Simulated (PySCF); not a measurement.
PySCF 2.14.0, unrestricted PBE/def2-svp, df: Cd(I)2 anion ([I][Cd][I]), charge -1, multiplicity 2, 3 atoms. The geometry is a generated start, not checked to be a minimum at this level.

```json
{
 "task": "energy",
 "method": "pbe",
 "basis": "def2-svp",
 "two_electron_scheme": "density fitting",
 "mol.max_memory": "3000 MB",
 "mf.max_cycle": "100",
 "mf.init_guess": "minao (default)",
 "mf.conv_tol": "1e-09 (default)",
 "mf.grids.level": "3 (default)",
 "effective_core_potentials": "those of the basis set, past Kr",
 "basis_functions": "83",
 "grid_points": "66312"
}
```

```xyz
3

Cd     0.0647     0.0034    -0.0051
I     -0.2564     2.0510    -1.6339
I      0.1917    -2.0544     1.6390
```

Charge -1 and multiplicity 2 are set for this test and not shown to be the ground state.

With the defaults (mf.DIIS = CDIIS, mf.level_shift = 0, mf.diis = true, mf.diis_damp = 0, newton = off, mf.damp = 0, mf.diis_start_cycle = 1, mf.diis_space = 8) it converges in 14 Fock builds. One run each on 2 threads, 1 BLAS thread, with these changes:
- mf.diis_damp = 0.3
- mf.diis = false
- mf.diis_space = 20
- mf.diis_space = 12
- mf.diis = false, mf.damp = 0.7, mf.diis_start_cycle = 999
- newton = Hessian by the SCF's own integrals
- mf.DIIS = EDIIS
- mf.level_shift = 0.3 Hartree
- mf.level_shift = 1 Hartree

Problem. Which of these changes keep the SCF from converging, or lead it to another solution?

Solution. No convergence: mf.DIIS = EDIIS; mf.level_shift = 1 Hartree; mf.diis = false (the run ends without SCF convergence in 100 cycles). The rest reach the solution of the defaults.

```tsv
setting	Fock builds	end
mf.diis_damp = 0.3	13	same solution
the defaults	14	same solution
mf.diis_space = 12	14	same solution
mf.diis_space = 20	14	same solution
mf.diis = false, mf.damp = 0.7, mf.diis_start_cycle = 999	29	same solution
mf.level_shift = 0.3 Hartree	35	same solution
newton = Hessian by the SCF's own integrals	55	same solution
mf.DIIS = EDIIS	101	no convergence
mf.level_shift = 1 Hartree	101	no convergence
mf.diis = false	101	no convergence
```

Under newton the count holds the products with the orbital Hessian.
